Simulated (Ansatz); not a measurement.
The starting structures come from a database of crystals and need not be the phases stable at ambient conditions.

 Where the default PAW files enter, the runs use the earlier of Ansatz's two default sets.

**Evanescent states of Ca(HO)₂ (P-3m1, not sure to be the ambient phase, 5 atoms a cell, 10.6 Å³ an atom) along the normal of (100)**

These are PBEsol (plane waves, PAW; Ansatz, a first-principles code) values and carry that method's errors.

No gap correction and no spin-orbit coupling; mid-gap values are interpolated between computed energies.

Energies count from the valence-band top; κ is the least over a 8×6 mesh across the current.

```csv
E (eV),κ (1/Å),where
0.10,0.118,Γ
0.30,0.196,Γ
0.50,0.243,Γ
0.70,0.277,Γ
0.90,0.302,Γ
1.10,0.320,Γ
1.30,0.334,Γ
1.50,0.344,Γ
1.70,0.350,Γ
1.90,0.352,Γ
2.10,0.352,Γ
2.30,0.348,Γ
2.50,0.342,Γ
2.70,0.332,Γ
2.90,0.319,Γ
3.10,0.302,Γ
3.30,0.280,Γ
3.50,0.252,Γ
3.70,0.216,Γ
3.90,0.165,Γ
4.10,0.076,Γ
```

### Question
How thick must the barrier be to attenuate the transmission by 10^6 when the electrodes' Fermi level lies at 3.50 eV, and what attenuation does that film give at 4.10 eV?

### Answer
d = 6 ln 10 / (2 × 0.252) = 27.4 Å. At 4.10 eV it gives 6 × 0.076/0.252 = 1.8 decades.
